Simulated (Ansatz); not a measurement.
## A computed series for SnO2: response to strain

The parent structure is SnO2 in the rutile structure (space group P4_2/mnm, No. 136; a = 4.7224 Å, c = 3.1903 Å). Axes: x, y, z lie along a, b, c of the conventional cell.

Strains are applied to the cell and any free atomic positions relax; under biaxial strain the out-of-plane vector relaxes too.

The values are results of plane-wave PAW DFT at the LDA level (Ansatz, a quantum-chemistry and plane-wave program, 420 eV), no SOC, not measurements.

Notes on the quantities. pressure: mean of the normal stresses, compression positive.

```json
[
 {"variant": "base", "electron mass": "0.18 mₑ along c, 0.20 mₑ across (at Γ)", "volume per atom": "11.86 Å³", "pressure": "0.00 GPa"},
 {"variant": "biaxial strain +0.60 %, plane normal [001], relaxed out of plane", "electron mass": "0.18 mₑ out of plane, 0.20 mₑ in plane (at Γ)", "volume per atom": "11.95 Å³", "pressure": "-1.24 GPa"},
 {"variant": "biaxial strain +1.20 %, plane normal [001], relaxed out of plane", "electron mass": "0.18 mₑ out of plane, 0.20 mₑ in plane (at Γ)", "volume per atom": "12.04 Å³", "pressure": "-2.43 GPa"},
 {"variant": "biaxial strain +1.80 %, plane normal [001], relaxed out of plane", "electron mass": "0.18 mₑ out of plane, 0.20 mₑ in plane (at Γ)", "volume per atom": "12.14 Å³", "pressure": "-3.56 GPa"},
 {"variant": "biaxial strain +2.40 %, plane normal [001], relaxed out of plane", "electron mass": "0.18 mₑ out of plane, 0.20 mₑ in plane (at Γ)", "volume per atom": "12.24 Å³", "pressure": "-4.64 GPa"},
 {"variant": "biaxial strain +3.00 %, plane normal [001], relaxed out of plane", "electron mass": "[?]", "volume per atom": "[?]", "pressure": "[?]"}
]
```

Complete the table.


- biaxial strain +3.00 %, plane normal [001], relaxed out of plane, electron mass: 0.17 mₑ out of plane, 0.20 mₑ in plane (at Γ)
- biaxial strain +3.00 %, plane normal [001], relaxed out of plane, volume per atom: 12.34 Å³
- biaxial strain +3.00 %, plane normal [001], relaxed out of plane, pressure: -5.64 GPa

The levels and masses belong to the bands next to the band gap. Masses are band curvatures over ±0.01 Å⁻¹ around the edge. Stability against distortions was not tested.
